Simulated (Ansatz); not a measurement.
Response to strain in SiO2

Consider SiO2 (space group P3_221, No. 154; a = 4.949 Å, c = 5.441 Å). Axes: x lies along a and z along c of the hexagonal cell.

Strains are applied to the cell and any free atomic positions relax.

The values are results of Kohn–Sham DFT with the PBEsol functional, run in Ansatz (an electronic-structure program) with PAW and 420 eV plane waves, spin-orbit coupling left out, not measurements.

Notes on the quantities. energy relative to the base: free energy F.

| uniaxial strain ε_zz (%) | energy relative to the base (meV/atom) |
|---|---|
| -3 | 3.6 |
| -2.25 | 2.0 |
| -1.5 | 0.9 |
| -0.75 | ? |
| 0 | 0.0 |

**Question.** Fit ΔE = Aε² + Bε³ (ε in %) to the rows shown and predict the withheld row.

**Answer.** Least squares on the printed values gives A = 0.390 and B = -0.0033 meV/atom (largest residual 0.0 meV/atom); this predicts 0.2 meV/atom, and the run gives 0.2 meV/atom, in agreement.

Stability against distortions was not tested.
